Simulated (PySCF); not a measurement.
PySCF 2.14.0, WB97X/def2-svp: Mo(NH)(NMe)(F)2 (C[N]=[Mo](=[NH])([F])[F]), 10 atoms. The geometry is a generated start, not checked to be a minimum at this level.

```
Property                                                  Result
-------------------------------  -------------------------------
task                                         energy and gradient
method                                                     wb97x
basis                                                   def2-svp
mol.max_memory                                           7000 MB
mf.init_guess                                    minao (default)
mf.DIIS                                          CDIIS (default)
mf.diis_space                                        8 (default)
mf.conv_tol                                      1e-09 (default)
mf.grids.level                                       3 (default)
effective core potentials        those of the basis set, past Kr
basis functions (reference run)                              121
grid points (reference run)                               132120
```

```xyz
10

Mo    -0.2530    -0.2050     1.3085
N      0.8388    -1.5461     1.4037
H      1.5124    -2.2911     1.2665
N     -0.3015     0.4834    -0.2874
C     -0.1002     0.7599    -1.6547
H     -0.9666     1.2751    -2.0782
H      0.7783     1.3999    -1.7836
H      0.0577    -0.1751    -2.2088
F     -1.9357    -0.8214     1.6404
F      0.3699     1.1204     2.3936
```

The reference run uses exact four-centre integrals. Single runs; times are not shown.

Settings tried, all else as in the reference:
- density fitting, auxbasis = autoaux
- density fitting, auxbasis = def2-universal-jfit
- density fitting of J alone, exact K
- density fitting

### Question
Sort the settings: which keep to the reference within 1.0 meV/atom in energy, 10 meV/Å in forces (largest component), and which don't?

### Answer
Within it: density fitting, auxbasis = autoaux; density fitting; density fitting of J alone, exact K. Outside: density fitting, auxbasis = def2-universal-jfit.

```json
[
 {"setting": "density fitting, auxbasis = autoaux", "energy against the reference": "+0.038 meV/atom", "difference in forces (largest component)": "1.1 meV/Å"},
 {"setting": "density fitting", "energy against the reference": "−0.17 meV/atom", "difference in forces (largest component)": "0.53 meV/Å"},
 {"setting": "density fitting of J alone, exact K", "energy against the reference": "−0.32 meV/atom", "difference in forces (largest component)": "0.59 meV/Å"},
 {"setting": "density fitting, auxbasis = def2-universal-jfit", "energy against the reference": "+20 meV/atom", "difference in forces (largest component)": "31 meV/Å"}
]
```

Total energies are compared; such shifts often cancel in part in energy differences. def2-universal-jfit is made for Coulomb alone and misses functions that exchange needs. No test of the SCF solution's stability was run. Also tried and not ranked: density fitting, auxbasis = def2-universal-jkfit (same energy as a listed run); COSX exchange (sgx_fit, pjs) with fitted J, mf.with_df.grids_level_i = 1, mf.with_df.grids_level_f = 1 (gradient came out as NaN); COSX exchange (sgx_fit, pjs) with fitted J, mf.with_df.grids_level_i = 1, mf.with_df.grids_level_f = 2 (default) (gradient came out as NaN); COSX exchange (sgx_fit, pjs) with fitted J, mf.with_df.grids_level_i = 1, mf.with_df.grids_level_f = 3 (gradient came out as NaN); COSX exchange (sgx_fit, pjs) with fitted J, mf.with_df.grids_level_i = 1, mf.with_df.grids_level_f = 4 (gradient came out as NaN). The tolerance is a choice made for this comparison.
